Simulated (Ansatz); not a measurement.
# HgS: isotropic strain +1.04 %

Consider HgS in the zinc blende structure (space group F-43m, No. 216; a = 5.8760 Å).

Modification: the cell is scaled by 1.0104 in all directions, atoms relaxed at fixed cell.

Computed with plane-wave PAW DFT at the PBEsol level (Ansatz, an electronic-structure program, 420 eV), scalar-relativistic without spin-orbit coupling, earlier PAW set. Γ-centred 10×10×10 mesh, Fermi–Dirac width 0.05 eV.

The volume per atom goes up by 0.80 Å³ (25.36 Å³ → 26.16 Å³) and the space group remains F-43m (No. 216). The shortest interatomic distance goes up by 0.0265 Å, from 2.544 Å to 2.571 Å and the energy rises by 4.5 meV/atom. The pressure goes from zero to -1.7 GPa and the band gap remains zero.

The mesh was chosen for an insulator and is coarse for the gapless case. Spin-orbit coupling, missing from the scalar runs, can matter with Hg. Stability against distortions was not tested. The final runs are not spin-polarised. The zero or small gap of HgS can change with the level of theory.
